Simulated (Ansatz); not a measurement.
We consider K2SO4 (Pnma, No. 62), described by r²SCAN (plane waves, PAW; Ansatz, a first-principles code).

Numerical settings: plane-wave cutoff 560 eV, 6×6×4 k mesh (along the axes of the cell as run), Fermi–Dirac smearing 0.01 eV, scalar-relativistic PAW data made under PBE.

Equation-of-state points:

| V (Å³/atom) | E − E_lowest (meV/atom) |
|---|---|
| 14.735 | 2.88 |
| 15.042 | 0.69 |
| 15.349 | 0.00 |
| 15.656 | 0.63 |
| 15.963 | 2.42 |

**Question.** What bulk modulus B0 and pressure derivative B′ does a third-order Birch–Murnaghan fit give?

**Answer.** V0 = 15.348 Å³/atom, B0 = 34.3 GPa, B′ = 5.7 (fit to the energies at full precision).

Shape and atoms are relaxed at each volume.

Note: the relaxation could not lower the start's symmetry, so the cell can be a saddle point above a distorted one; the bulk modulus comes from volumes at which shape and atoms were relaxed.

Cost on a shared machine: roughly 2.1 core-hours.
